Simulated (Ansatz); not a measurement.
A self-consistent single point of Cd3Pt (I4mm, 4 atoms in the cell) with Ansatz (a first-principles code).

Method: LDA (PW92), default PAW files made with PBE (plane waves; Ansatz).

The change in words: lattice scaled by 0.98; basis.ecutwfc: 420 eV → 460 eV. Reference geometry:
```
Cd3Pt
1.0
   -2.08638     2.08638     4.33726
    2.08638    -2.08638     4.33726
    2.08638     2.08638    -4.33726
Cd Pt
3 1
Direct
  0.75000   0.25000   0.50000
  0.25000   0.75000   0.50000
  0.50576   0.50576   0.00000
  0.00000   0.00000   0.00000
```

Reference input (self-consistent single point, DFT, LDA (PW92), plane waves, default PAW files made with PBE): basis.ecutwfc = 420 eV; kpoints.mp_grid.grid = 7 7 7; hamiltonian.xc = lda; hamiltonian.pseudopotentials = {kind: paw} (the program's default PAW files); scf.occupations.method = fermi_dirac; scf.occupations.width = 0.1 eV. This run's input differs from it in these lines:

Ansatz 0.2 input:
```diff
@@ -3,5 +3,5 @@
   lattice:
-    - [-2.086380, 2.086380, 4.337258]
-    - [2.086380, -2.086380, 4.337258]
-    - [2.086380, 2.086380, -4.337258]
+    - [-2.044652, 2.044652, 4.250513]
+    - [2.044652, -2.044652, 4.250513]
+    - [2.044652, 2.044652, -4.250513]
   atoms:
@@ -12,3 +12,3 @@
 basis:
-  ecutwfc: 420.0
+  ecutwfc: 460.0
 kpoints:
```

Output, abridged:

```
SCF iter   1: F=—  HF=-36599.606813 eV  |F-HF|=—  |Δ(HF+E_count)|=         —  Δρ=1.13e-2  dr2=8.93e-2  ethr=1.77e-3  ⟨swp⟩=6.3  Hψ=6469  notcnv=0  defer=14
all-band conjugate gradients solve this SCF's bands
preconditioner: auto → Kerker (q_TF=auto, 2.771 Å⁻¹)
SCF iter   2: F=—  HF=-36599.586043 eV  |F-HF|=—  |Δ(HF+E_count)|=   2.08e-2  Δρ=3.97e-3  dr2=7.79e-3  ethr=1.14e-4  ⟨swp⟩=2.6  Hψ=3149  notcnv=0  defer=21
   [... lines left out ...]
SCF iter   4: F=—  HF=-36599.584053 eV  |F-HF|=—  |Δ(HF+E_count)|=   2.15e-4  Δρ=3.03e-4  dr2=7.93e-5  ethr=1.35e-6  ⟨swp⟩=2.0  Hψ=2708  notcnv=0  defer=21
SCF iter   5: F=—  HF=-36599.584072 eV  |F-HF|=—  |Δ(HF+E_count)|=   1.83e-5  Δρ=1.19e-4  dr2=2.11e-5  ethr=1.02e-7  ⟨swp⟩=2.0  Hψ=2801  notcnv=0  defer=21
SCF iter   6: F=—  HF=-36599.584067 eV  |F-HF|=—  |Δ(HF+E_count)|=   4.98e-6  Δρ=3.24e-5  dr2=7.13e-7  ethr=2.71e-8  ⟨swp⟩=2.0  Hψ=2537  notcnv=0  defer=21
SCF iter   7: F=-36599.584067 eV  HF=-36599.584067 eV  |F-HF|=6.01e-8  |Δ(HF+E_count)|=   1.77e-7  Δρ=9.01e-6  dr2=9.15e-8  ethr=1.28e-10  ⟨swp⟩=8.2  Hψ=7958  notcnv=0
SCF 1 converged in 7 iterations: F = -36599.584067 eV  dr2 = 9.15e-8
Free energy (F): -36599.584067 eV
Internal energy: -36599.552907 eV  (E = F + TS)
E sigma→0 (E₀):  -36599.568487 eV
Entropy (-TS):   -0.031160 eV (-7.790 meV/atom)
Fermi energy:    18.053182 eV
--- Forces (eV/Å), atoms counted from 1 ---
  atom   1  Cd     0.00000000    -0.00000000     0.14670573
  atom   2  Cd    -0.00000000     0.00000000     0.14670573
  atom   3  Cd    -0.00000000     0.00000000    -0.24390473
  atom   4  Pt     0.00000000     0.00000000    -0.04950313
--- Stress (GPa, compression-positive) ---
       -2.739167       0.000000       0.000000
        0.000000      -2.739167       0.000000
        0.000000      -0.000000      -2.611374
  P = ⅓ Tr σ = -2.6966 GPa (-26.966 kbar)
  The stress holds the Pulay correction. Without it, at fixed plane waves, as pw.x and ABINIT print it: P = -2.7273 GPa
```

The run converged in 7 iterations. Against the reference run the free energy drops by 41.4 meV/atom, the pressure goes from -8.67 to -2.70 GPa and the largest force goes from 0.196 to 0.244 eV/Å.

The starting cell comes from a database of computed structures (which also holds hypothetical and non-ambient phases and stackings), without a prior relaxation at this level. Its lattice was rescaled by up to half a per cent. One atom was moved a little off its site on purpose. For this run, on top of that: lattice scaled by 0.98. Spin polarisation is off. Ansatz's pressure includes its estimate of the finite-basis (Pulay) stress.
